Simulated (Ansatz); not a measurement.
## Al under a change: uniaxial strain ε_zz = +1.50 %

The reference is Al in the fcc (Cu type) structure (space group Fm-3m, No. 225; a = 3.9937 Å; relaxed with 0.1 eV smearing). Axes: x, y, z lie along the cube axes.

Modification: the cell is stretched by 1.50 % along z with no lateral relaxation, atoms relaxed at fixed cell.

Computed with Kohn–Sham DFT with the r2SCAN functional, run in Ansatz (a first-principles code) with PAW and 500 eV plane waves, without spin-orbit coupling. k-mesh 28×28×28 (Γ-centred); smearing 0.1 eV (Fermi–Dirac).

- Volume per atom = 16.16 Å³ (base 15.92 Å³)
- Space group = I4/mmm (No. 139) (base Fm-3m (No. 225))
- Shortest interatomic distance = 282.4 pm (base 282.4 pm)
- Energy relative to the base (free energy F) = +1.4 meV/atom
- Pressure (mean of the normal stresses, compression positive) = -1.3 GPa (base 0.0 GPa)
- Band gap = zero (base zero)
- Stress (xx, yy, zz, yz, xz, xy; compression positive) = (-1.0, -1.0, -1.9, 0.0, 0.0, 0.0) GPa

Whether these cells are dynamically stable was not tested.
